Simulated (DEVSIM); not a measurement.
Device: In0.49Ga0.51P/GaAs n-p heterojunction, at 400 K.

Layer 1 from the left is In0.49Ga0.51P, thickness (μm) 1.60, Nd (cm⁻³) 8e16, τn (s) 6.3e-8, τp (s) 6.3e-8. Layer 2 from the left is GaAs, thickness (μm) 0.150, Na (cm⁻³) 4.9e17, τn (s) 6.3e-8, τp (s) 6.3e-8.

Left contact: ohmic. Right contact: ohmic. Voltage is applied to the left contact. Recombination: SRH at mid-gap, Auger. Mobility is μmin + (μ − μmin)/(1 + (N/Nref)^α).

The device is made up for the run: typed textbook-type constants, with dimensions and the other settings drawn at random. Values at 300 K; Nc and Nv go as T^1.5, mobilities as T to minus their exponent, the gap by Varshni's rule with the affinity fixed.

In0.49Ga0.51P: gap (eV) 1.89, affinity (eV) 4, permittivity 11.8, Nc (cm⁻³) 9e17, Nv (cm⁻³) 1.3e19, μn (cm²/Vs) 1500, μp (cm²/Vs) 80, μn,min 400, μp,min 15, Nref,n 2e16, Nref,p 1.5e17, αn 0.7, αp 0.8, T exponent of μn 1.66, T exponent of μp 2, Cn (cm⁶/s) 3e-30, Cp (cm⁶/s) 3e-30, Varshni α (eV/K) 0.0005, Varshni β (K) 250. GaAs: gap (eV) 1.424, affinity (eV) 4.07, permittivity 12.9, Nc (cm⁻³) 4.7e17, Nv (cm⁻³) 9e18, μn (cm²/Vs) 8500, μp (cm²/Vs) 400, μn,min 500, μp,min 20, Nref,n 6e16, Nref,p 1.5e17, αn 0.39, αp 0.38, T exponent of μn 2.1, T exponent of μp 2.2, Cn (cm⁶/s) 1e-30, Cp (cm⁶/s) 1e-30, Varshni α (eV/K) 0.000541, Varshni β (K) 204.

DEVSIM, 1D drift-diffusion, Boltzmann statistics, complete ionisation; no tunnelling, impact ionisation, image-force lowering or self-heating. Band offsets follow the typed affinities; no thermionic-emission limit at abrupt steps, no polarisation charge.

### Question
What does the simulation give for the potential step across the device at zero bias, the dark forward voltage at 1 A/cm²?

### Answer
potential step across the device at zero bias 1.234 V; dark forward voltage at 1 A/cm² 0.810 V.
